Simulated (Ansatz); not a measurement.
```xyz
2
Lattice="0.0000 2.4353 2.4544 2.4353 0.0000 2.4544 2.4353 2.4353 0.0000" Properties=species:S:1:pos:R:3 pbc="T T T"
Y      0.0000     0.0000     0.0000
N      2.4353     2.4353     2.4544
```

All values below come from r2SCAN with spin-orbit coupling, rigid bands (plane waves, PAW; Ansatz, a first-principles code). Condition of this run: biaxial stress xx = yy = 2 GPa (compression positive) (the target of the relaxation). Geometry: cell and atoms relaxed with r2SCAN, then loaded as said.

### Question
Predict the hole conductivity mass (n e² τ/σ) at 300 K, by direction if it differs.

### Answer
0.48 (x), 0.48 (y), 0.88 (z) mₑ.

### Question
Predict the electron conductivity mass (n e² τ/σ) at 300 K, by direction if it differs.

### Answer
0.25 (x), 0.25 (y), 0.187 (z) mₑ.

### Question
And the band gap?

### Answer
0.53 eV at this level; semilocal functionals usually fall short of the measured gap.

Rigid bands, one relaxation time for all states, no polarons.
